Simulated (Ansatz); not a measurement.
System: cubic perovskite KZnF3. Method: r²SCAN in Ansatz (PAW).

Input file:

Ansatz 0.2 input:
```yaml
crystal:
  lattice:
    - [4.0730605798, 0.0, 0.0]
    - [0.0, 4.0730605798, 0.0]
    - [0.0, 0.0, 4.0730605798]
  atoms:
    - { symbol: K, position: [0.0, 0.0, 0.0] }
    - { symbol: Zn, position: [0.5, 0.5, 0.5] }
    - { symbol: F, position: [0.5, 0.0, 0.5] }
    - { symbol: F, position: [0.0, 0.5, 0.5] }
    - { symbol: F, position: [0.5, 0.5, 0.0] }
basis:
  ecutwfc: 560
  ecutrho_ratio: 4
  xc_grid: 3
kpoints:
  mp_grid: { grid: [8, 8, 8] }
hamiltonian:
  xc: r2scan
  dispersion: none
  pseudopotentials: { kind: paw }
scf:
  occupations: { method: fermi_dirac, width: 0.01 }
  convergence: { dr2_threshold: 0.0000000005 }
output:
  forces: true
  stress: true
  eigenvalues: true
```

Q: How many irreducible k-points, plane waves at Γ does the program set up, and what pressure does the run end with?

A: 35 irreducible k-points, 2007 plane waves at Γ; P = -1.60 GPa, so the cell is stretched on average and its volume would shrink at this level.

From the output:

```
Crystal: 5 atoms, lattice volume = 67.571 Å³
Basis set: ecut = 560 eV, 2007 PW (Γ), exchange–correlation on 96×96×96 points (27 copies of the dense FFT grid, shifted against one another)
Bands: 26, of which v1, the nominal top of the filled ones, is band 21 counted from 1 (20 counted from 0)
Symmetry: 48 space group operations
Space group: Pm-3m (ITA 221), of the structure as read, at distance tolerance 4.1e-5 Å
k-points: 35 of 512
Functional: x = r2scan, c = r2scan; τ floored in thin density (d = 2e-4 eV/Å³)
SCF iter   1: F=—  HF=-7302.852458 eV  |F-HF|=—  |Δ(HF+E_count)|=         —  Δρ=1.30e-2  dr2=6.24e-2  dr2_τ=8.34e-2
SCF iter   2: F=—  HF=-7302.901289 eV  |F-HF|=—  |Δ(HF+E_count)|=   4.88e-2  Δρ=4.12e-3  dr2=6.07e-3  dr2_τ=9.07e-4
  ...
SCF iter   8: F=—  HF=-7302.899657 eV  |F-HF|=—  |Δ(HF+E_count)|=   1.62e-8  Δρ=1.34e-6  dr2=8.35e-10  dr2_τ=9.71e-11
SCF iter   9: F=-7302.899657 eV  HF=-7302.899657 eV  |F-HF|=1.46e-11  |Δ(HF+E_count)|=  8.61e-10  Δρ=1.93e-7  dr2=2.05e-11  dr2_τ=2.31e-12
SCF 1 converged in 9 iterations: F = -7302.899657 eV  dr2 = 2.05e-11
SCF converged after 9 iterations
Free energy (F): -7302.899657 eV
Internal energy: -7302.899657 eV  (E = F + TS)
E sigma→0 (E₀):  -7302.899657 eV
Fermi energy:    5.782898 eV
--- Forces (eV/Å), atoms counted from 1 ---
  atom   1  K     -0.00000000     0.00000000    -0.00000000
  atom   2  Zn     0.00000000     0.00000000    -0.00000000
  atom   3  F      0.00000000    -0.00000000     0.00000000
  atom   4  F      0.00000000     0.00000000    -0.00000000
  atom   5  F     -0.00000000    -0.00000000     0.00000000
--- Stress (GPa, compression-positive) ---
       -1.601263       0.000000       0.000000
        0.000000      -1.601263       0.000000
        0.000000       0.000000      -1.601263
  P = ⅓ Tr σ = -1.6013 GPa (-16.013 kbar)
```

The cell is one volume of an energy–volume scan, off the minimum.

The PAW data were made under PBE.

Ansatz is a first-principles code.
